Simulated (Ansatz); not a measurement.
Consider Pt in the fcc (Cu type) structure (space group Fm-3m, No. 225; a = 3.942 Å; relaxed with 0.1 eV smearing).

All numbers come from r2SCAN (Ansatz, a first-principles code; PAW; 500 eV plane waves; without spin-orbit coupling).

Strains are applied to the cell and any free atomic positions relax.

One change was made to it. Results:

```csv
quantity,base,after
energy relative to the base (free energy F),0 meV/atom,+120 meV/atom
pressure,0.0 GPa,31.6 GPa
```

Problem. Which change produced these results?
A. isotropic strain −1.00 %
B. isotropic strain −3.00 %
C. isotropic strain −0.50 %

Solution. B, isotropic strain −3.00 %. For comparison, the energy relative to the base in the other runs: isotropic strain −0.50 % gives +3.0 meV/atom; isotropic strain −1.00 % gives +12 meV/atom.

Whether these cells are dynamically stable was not tested. All final runs are without spin polarisation.
